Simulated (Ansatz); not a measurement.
**What uniaxial strain ε_xx = +1.50 % does to GaCuSe2**

Consider GaCuSe₂ in the chalcopyrite structure (space group I-42d, No. 122; a = 5.570 Å, c = 11.075 Å). Axes: x, y, z lie along a, b, c of the conventional cell.

Perturbation: uniaxial strain ε_xx = +1.50 %, all other strain components held at zero; the atoms relax in the strained cell.

Calculations: PBEsol (Ansatz, an electronic-structure program, PAW, no spin-orbit coupling). Γ-centred 8×8×8 mesh, Fermi–Dirac width 0.05 eV.

The volume per atom goes up by 0.322 Å³ to 21.80 Å³ and the space group becomes I2_12_12_1 (No. 24) (base: I-42d (No. 122)). The shortest interatomic distance increases by 0.013 Å, from 2.381 Å to 2.394 Å and the energy goes up by 1.4 meV/atom. The pressure (mean of the normal stresses, compression positive) goes from zero to -1.02 GPa and the band gap shrinks by 0.07 eV, from 0.12 eV to 0.05 eV (uncertain: the Fermi level lies in a band; the changed cell). The stress (xx, yy, zz, yz, xz, xy; compression positive) comes out as (-1.42, -0.83, -0.82, 0.00, 0.00, 0.00) GPa.

No phonon test of stability was made. The final runs are not spin-polarised. A zero or small gap of GaCuSe2 can be the functional's error rather than a property of the material.
